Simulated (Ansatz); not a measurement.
## AlP (F-43m): band-edge transport data

Given:

```
AlP
1.0
    0.00000     2.71536     2.71536
    2.71536     0.00000     2.71536
    2.71536     2.71536     0.00000
Al P
1 1
Direct
  0.00000   0.00000   0.00000
  0.75000   0.75000   0.75000
```

Computed with PBEsol with spin-orbit coupling, rigid bands (plane waves, PAW; Ansatz, a first-principles code). Condition of this run: hydrostatic pressure 2 GPa (the target of the relaxation). How the cell was made: cell and atoms relaxed with PBEsol, then loaded as said.

- band gap: 1.39 eV
- electron conductivity mass (300 K, dilute): 0.33 mₑ
- hole conductivity mass (300 K, dilute): 0.68 mₑ
- effective density of states N_c (300 K): 1.7e19 cm⁻³
- effective density of states N_v (300 K): 5.7e19 cm⁻³
- density-of-states mass, electrons: 0.76 mₑ
- density-of-states mass, holes: 1.74 mₑ
- Seebeck coefficient, n-type 1e19 cm⁻³, 300 K: -261 μV/K
- best n-type power factor at 300 K for τ = 10 fs (best axis; densities from 1e16 to 1e21 cm⁻³ tried, whether or not they can be reached): 7.7 μW/(cm·K²) at 3e19 cm⁻³
- Seebeck coefficient, p-type 1e19 cm⁻³, 300 K: 399 μV/K
- best p-type power factor at 300 K for τ = 10 fs (best axis; densities from 1e16 to 1e21 cm⁻³ tried, whether or not they can be reached): 23 μW/(cm·K²) at 3e20 cm⁻³

Rigid bands; masses and Seebeck coefficients take one relaxation time τ for all states and one kind of carrier; polarons and phonon drag are left out.
